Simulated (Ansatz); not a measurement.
## WC: energy against volume

WC (WC type, P-6m2, 10.525 Å³/atom and stress up to 0.01 GPa in the relaxed cell, c along z) under hydrostatic pressure, with the cell free. PBE in Ansatz, a plane-wave DFT program (PAW, default set), 420 eV, 18×18×16 Γ-centred mesh, Fermi-Dirac smearing 0.05 eV; ions are relaxed, or left where forces stay under 0.02 eV/Å, within the symmetry of each cell.

Here V stands for volume and E for E less E0.

```
volume (Å³/atom)  E less E0 (meV/atom)  pressure (GPa)
----------------  --------------------  --------------
10.5805                           0.35           -1.99
10.5524                           0.09           -0.99
10.5249                           0.00            0.00
10.5004                           0.06            0.89
10.4681                           0.37            2.09
10.4051                           1.65            4.49
10.2914                           6.41            9.00
10.1496                          16.99           15.00
9.8339                               ?               ?
```

Task: Using the third-order Birch-Murnaghan form, a cubic in V^(-2/3), estimate the missing E at V = 9.8339 from the other rows, showing the fit.

Result: With u = V^(-2/3) - 0.2094, the rows have u = -0.0019106, -0.0015424, -0.0011805, -0.0008568, -0.0004280, 0.0004147, 0.0019572, 0.0039212. Least squares gives E = 0.902 + 1534.3·u + 653020·u² + 515510·u³. Residuals (row less fit): -0.001, 0.003, 0.000, -0.006, 0.005, -0.001, 0.000, 0.000; standard error 0.004 (degrees of freedom: 4). Its minimum lies at u = -0.0011764, so V0 = (0.2082236)^(-3/2) = 10.52. There d²E/du² = 1302000 and d³E/du³ = 3093000, so B0 = (4/9) × 10.52^(-7/3) × 1302000 × 0.160218 = 382 GPa (the last factor turns the table's units into GPa), and B0' = 4 + (2/3) × 0.2082236 × (3093000)/1302000 = 4.3. B0' rests on the cubic coefficient alone and has a standard error of 0.2 from these residuals. At the withheld row, u = 0.0084627, so E = 0.902 + 1534.3 × 0.0084627 + 653020 × 0.0084627² + 515510 × 0.0084627³ = 60.966 meV/atom. The calculation gives 60.91 meV/atom, 0.056 meV/atom below the prediction (0.1 % of the range of E in the table). The row lies outside the fitted rows, so this is an extrapolation. The scatter of the fitted rows lies at the last printed digit.

In a metal these values are sensitive to mesh and smearing; energies are taken to zero smearing, stresses follow the free energy. Spin-orbit coupling is left out, which can shift these values for the heavy elements here. Other structures, which can take over under pressure, weren't tried. The same form fitted to the pressure column gives B0' = 4.2; series where the two differ by over 0.4 aren't shown. Rows are the converged runs of the series near zero and its far end, less any whose ions stayed unrelaxed beside relaxed ones; series whose fitted rows scatter by over a few per cent of the range, as at a crossing or softening among them, aren't shown in this form.
